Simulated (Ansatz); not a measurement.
The reference is SiC in the wurtzite structure (space group P6_3mc, No. 186; a = 3.076 Å, c = 5.048 Å).

The values are results of plane-wave PAW DFT at the PBEsol level (Ansatz, an electronic-structure program, 420 eV), no spin-orbit coupling, not measurements.

Base values:

- Valence-band top at Γ = 0.00, 0.00, -0.11 eV
- Electron mass = 0.26 mₑ along c, 0.43 mₑ across (at K)
- Smallest direct gap = 3.86 eV

Perturbation: the cell is scaled by 0.9880 in all directions; the atoms relax in the strained cell.

Question: What does the calculation give for the energy relative to the base, valence-band top at Γ, mean gap deformation potential ΔEg/Δln V, electron mass and smallest direct gap after the change?

Answer: The energy grows by 9.6 meV/atom; the valence-band top at Γ (three highest levels, from the VBM) stays 0.00, 0.00, -0.11 eV; the mean gap deformation potential ΔEg/Δln V amounts to +1.8 eV; the electron mass remains 0.26 mₑ along c, 0.43 mₑ across (at K); the smallest direct gap increases by 0.07 eV, from 3.86 eV to 3.93 eV.

Masses are band curvatures over ±0.01 Å⁻¹ around the edge. Stability against distortions was not tested.
